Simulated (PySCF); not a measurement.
PySCF 2.14.0, PBE/def2-svp, df: Cr(O)(NH)(OH)(Me) ([CH3][Cr](=[NH])(=[O])[OH]), 10 atoms. The geometry is a generated start, not checked to be a minimum at this level.

```
Item                           Value
-------------------  ---------------
task                          energy
method                           pbe
basis                       def2-svp
two-electron scheme  density fitting
mol.max_memory               3000 MB
mf.max_cycle                     100
mf.conv_tol          1e-09 (default)
mf.grids.level           3 (default)
basis functions                  112
grid points                   126128
```

```xyz
10

Cr     0.5719     0.3488    -0.5132
O      2.0367     0.0877    -0.0816
N      0.0345    -0.6991    -1.6413
H     -0.0715    -1.4033    -2.3621
O     -0.1952     1.8242    -0.4514
H     -0.5958     2.6940    -0.4443
C     -0.3228    -0.5940     1.1429
H     -0.2306    -1.6769     1.1165
H     -1.3830    -0.3450     1.1816
H      0.1558    -0.2364     2.0528
```

Charge 0 and multiplicity 1 are set for this test and not shown to be the ground state.

With the defaults (mf.DIIS = CDIIS, mf.diis_space = 8, mf.level_shift = 0, mf.diis = true, mf.damp = 0, mf.diis_start_cycle = 1, mf.init_guess = minao) it converges in 19 Fock builds. One run each on 2 threads, 1 BLAS thread, with these changes:
- mf.diis = false, mf.damp = 0.7, mf.diis_start_cycle = 999
- mf.damp = 0.3, mf.diis_start_cycle = 4
- mf.diis_space = 3
- mf.init_guess = mod_huckel
- mf.level_shift = 1 Hartree
- mf.level_shift = 0.3 Hartree
- mf.diis_space = 5
- mf.diis = false
- mf.DIIS = EDIIS

Task: Which of these changes keep the SCF from converging, or lead it to another solution?

Result: No convergence: mf.DIIS = EDIIS; mf.diis_space = 3; mf.level_shift = 1 Hartree; mf.diis = false; mf.diis = false, mf.damp = 0.7, mf.diis_start_cycle = 999 (the run ends without SCF convergence in 100 cycles). The rest reach the solution of the defaults.

| setting | Fock builds | end |
|---|---|---|
| the defaults | 19 | same solution |
| mf.level_shift = 0.3 Hartree | 23 | same solution |
| mf.damp = 0.3, mf.diis_start_cycle = 4 | 24 | same solution |
| mf.init_guess = mod_huckel | 27 | same solution |
| mf.diis_space = 5 | 33 | same solution |
| mf.level_shift = 1 Hartree | 60 | no convergence |
| mf.DIIS = EDIIS | 101 | no convergence |
| mf.diis_space = 3 | 101 | no convergence |
| mf.diis = false | 101 | no convergence |
| mf.diis = false, mf.damp = 0.7, mf.diis_start_cycle = 999 | 101 | no convergence |
